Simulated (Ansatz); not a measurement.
Start from BaTiO$_{3}$ in the cubic perovskite structure (space group Pm-3m, No. 221; a = 3.935 Å). Axes: x, y, z lie along the cube axes.

Calculations: LDA (Ansatz, a quantum-chemistry and plane-wave program, PAW, without spin-orbit coupling).

Base values:

- Band gap: 1.83 eV

Perturbation: biaxial strain −1.20 %, plane normal [001], relaxed out of plane (Cartesian); in-plane vectors clamped, the third vector and the atoms free.

Problem. Predict the new band gap and in-plane stress.

Solution. The band gap falls by 0.02 eV to 1.81 eV; the mean in-plane stress (compression positive) comes out as +4.9 GPa.

Whether these cells are dynamically stable was not tested. The final runs are not spin-polarised. Many cubic perovskites are stable only at high temperature; tilts and polar distortions were not tested. This is not the structure that BaTiO3 has at room temperature and ambient pressure.
